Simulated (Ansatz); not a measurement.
System: C11b WSi2. Method: r²SCAN+rVV10 in Ansatz (plane waves, PAW).

Settings: plane-wave cutoff 560 eV, 24×24×24 k mesh, Fermi–Dirac smearing 0.05 eV, no spin polarisation, scalar-relativistic PAW data made under PBE.

Cell (relaxed at this level):

```xyz
3
Lattice="-1.6028 1.6028 3.8978 1.6028 -1.6028 3.8978 1.6028 1.6028 -3.8978" Properties=species:S:1:pos:R:3 pbc="T T T"
Si     0.0000     0.0000     5.1859
Si     0.0000     0.0000     2.6098
W      0.0000     0.0000     0.0000
```

Problem. Give the computed bulk modulus B0 and pressure derivative B′ of the bulk modulus.

Solution. 
- bulk modulus B0 = 236 GPa
- pressure derivative B′ of the bulk modulus = 4.4

The run finds no gap.

Note: the bulk modulus comes from volumes at which shape and atoms were relaxed.

Spin–orbit coupling is not included.

Static lattice: no zero-point or thermal effects.

Ansatz is a first-principles code.
